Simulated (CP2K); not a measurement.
# Refining one setting for YPO₄ (I4_1/amd, 12 atoms in the cell)

```
YPO4
1.0
    5.72768     0.00000     0.00000
   -2.56012     5.12368     0.00000
   -1.58378    -2.56184     4.87185
Y P O
2 2 8
Cartesian
  0.00000   0.00000   0.00000
  2.86384   0.00000   2.43593
 -1.28006   2.56184   2.43593
  1.58378   2.56184   0.00000
 -1.22722  -0.36698   4.02098
 -2.50728   2.19486   3.28680
  1.80403   1.30001   0.85087
 -1.05981   1.30001   1.58506
 -0.05284   2.92882   3.28680
  1.36353   3.82368   0.85087
 -1.50031   3.82368   1.58506
  1.22722   0.36698   4.02098
```

Method: LDA (Pade form), GPW, DZVP-MOLOPT-SR-GTH basis, GTH-PADE potentials (GTH_POTENTIALS) (CP2K).

The starting cell comes from a database of computed structures (which also holds hypothetical and non-ambient phases and stackings), without a prior relaxation at this level. Values carry the incompleteness of an atom-centred basis. In the base run, with a pressure of about -4 GPa the cell is away from its equilibrium volume at this level.

Held fixed: CUTOFF = 500 Ry; REL_CUTOFF = 50 Ry; XC_FUNCTIONAL = PADE; Y/BASIS_SET = DZVP-MOLOPT-SR-GTH; Y/POTENTIAL = GTH-PADE-q11; P/BASIS_SET = DZVP-MOLOPT-SR-GTH; P/POTENTIAL = GTH-PADE-q5; O/BASIS_SET = DZVP-MOLOPT-SR-GTH; O/POTENTIAL = GTH-PADE-q6; METHOD = GPW; EPS_DEFAULT = 1e-11; NGRIDS = 5; SCF_GUESS = ATOMIC; EPS_SCF = 1e-06; MAX_SCF = 100; ADDED_MOS = 14; MIXING/METHOD = BROYDEN_MIXING; MIXING/ALPHA = 0.4; MIXING/NBUFFER = 10. Moved along with it: GAMMA_CENTERED.

ΔF is the free energy per atom less that of the last row (MONKHORST-PACK 5 5 5).

```tsv
KPOINTS/SCHEME	ΔF (meV/atom)	pressure (GPa)	largest force (eV/Å)	gap on the mesh (eV)	k-points
default	210.2	-1.32	0.289	5.638	1
MONKHORST-PACK 2 2 2	1.81	-4.25	0.539	5.750	8
MONKHORST-PACK 3 3 3	0.03	-4.28	0.546	5.650	14
MONKHORST-PACK 4 4 4	0.00	-4.28	0.546	5.694	36
MONKHORST-PACK 5 5 5	0.00	-4.28	0.546	5.660	63
```

Energy within 1 meV/atom of the last row: from KPOINTS/SCHEME = MONKHORST-PACK 3 3 3 on; the one before it is off by 1.8 meV/atom.

Gap on the mesh within 0.05 eV of the last row: from KPOINTS/SCHEME = MONKHORST-PACK 3 3 3 on; the one before it is off by 0.090 eV.

Gaps are taken between levels on the mesh.
